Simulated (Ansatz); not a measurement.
MoTe2, pressure series

Consider MoTe2 in the 2H-MoS2 type structure (space group P6_3/mmc, No. 194; a = 3.497 Å, c = 13.696 Å; layered, stacked along the Cartesian z axis).

Cell and atoms are relaxed at each pressure.

Level of theory: PBE-D3(BJ) (Ansatz, a first-principles code; PAW; 420 eV plane waves; no spin-orbit coupling).

Only one of these has no band gap. Which?
(A) pressure 30 GPa
(B) pressure 0.9 GPa
(C) pressure −2 GPa

A, pressure 30 GPa. Computed: pressure 30 GPa: zero; pressure 0.9 GPa: 0.52 eV; pressure −2 GPa: 0.80 eV

A case with no gap was solved on a k-mesh chosen for an insulator, which is coarse for it. With Te present, leaving out spin-orbit coupling can change the band edges. Load acts through the strain it causes; cell and atoms are relaxed under it. No phonon test of stability was made. Competing high-pressure phases were not computed. The final runs are not spin-polarised. The D3 term's C6 switches between coordination references near this geometry, which can add small steps to energies.
